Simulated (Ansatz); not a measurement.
End structure of CH3 on the (100) surface of germanium (p(2x2) alternately buckled dimers; a constructed slab, bottom: dihydride, held), one in a cell of 66 Å², started at the site 'bridge Ge-Ge (span 2.4 Å)':

```
CELL_PARAMETERS angstrom
      8.14587     0.00000     0.00000
      0.00000     8.14587     0.00000
      0.00000     0.00000    30.50000
ATOMIC_POSITIONS crystal
  Ge 0.25000 0.00000 0.34812
  Ge 0.75000 0.00000 0.34812
  Ge 0.25000 0.50000 0.34812
  Ge 0.75000 0.50000 0.34812
  Ge 0.25000 0.25000 0.39534
  Ge 0.75000 0.25000 0.39534
  Ge 0.25000 0.75000 0.39534
  Ge 0.75000 0.75000 0.39534
  Ge 0.99798 0.25025 0.44210
  Ge 0.50202 0.24975 0.44210
  Ge 0.99798 0.74975 0.44210
  Ge 0.50202 0.75025 0.44210
  Ge 0.99146 0.00000 0.48903
  Ge 0.50156 0.00000 0.48925
  Ge 0.99844 0.50000 0.48925
  Ge 0.50854 0.50000 0.48903
  Ge 0.24649 0.00000 0.53352
  Ge 0.74692 0.00000 0.53906
  Ge 0.25384 0.50000 0.53391
  Ge 0.75331 0.50000 0.53868
  Ge 0.25010 0.24884 0.57957
  Ge 0.74715 0.25093 0.58691
  Ge 0.25010 0.75116 0.57957
  Ge 0.74715 0.74907 0.58691
  Ge 0.00774 0.24708 0.63094
  Ge 0.48858 0.26506 0.63179
  Ge 0.00774 0.75292 0.63094
  Ge 0.48858 0.73494 0.63179
  Ge 0.09930 0.00000 0.67239
  Ge 0.40806 0.00000 0.66400
  Ge 0.13348 0.50000 0.65880
  Ge 0.43034 0.50000 0.68546
  H  0.39806 0.00000 0.31517
  H  0.10194 0.00000 0.31517
  H  0.89806 0.00000 0.31517
  H  0.60194 0.00000 0.31517
  H  0.39806 0.50000 0.31517
  H  0.10194 0.50000 0.31517
  H  0.89806 0.50000 0.31517
  H  0.60194 0.50000 0.31517
  C  0.02406 0.00000 0.73475
  H  0.13096 0.00000 0.75660
  H  0.94996 0.10992 0.74090
  H  0.94996 0.89008 0.74090
```

Slab: 44 atoms, 11.3 Å thick at the start with caps and adatoms under the adsorbate (thin: gaps and levels are the slab's own); k 3x3x1, smearing 0.01 eV, dipole-corrected; single point; on the structure that PBE left under its start's symmetry; spin-polarised, ending with about 0.4 μB a cell, a value that depends on the mesh; orders that need a larger cell were not tried, no spin-orbit, no U, no dispersion correction. The slab shows no gap over 0.04 eV on its mesh. The program's check for a lower electronic state was not made. At the end it is bonded to Ge. In PBE this state lies 0.05 eV over the lowest of the starts that converged ('top Ge #2').

A negative adsorption energy means that the adsorbate is more stable on the surface than in its reference.

Question: Give the work function of the top face at the level Ansatz (a quantum-chemistry and plane-wave program) with r2SCAN, at the PBE geometry and the start's symmetry.

Answer: 4.15 eV

Question: What is the computed change of the step from the bottom to the top vacuum level, against the clean slab (r2SCAN, at the PBE geometry and the start's symmetry)?

Answer: -0.33 eV

Question: Estimate the adsorption energy against CH4(g) − ½ H2(g) at the same level that r2SCAN, at the PBE geometry and the start's symmetry returns for this input.

Answer: 0.12 eV
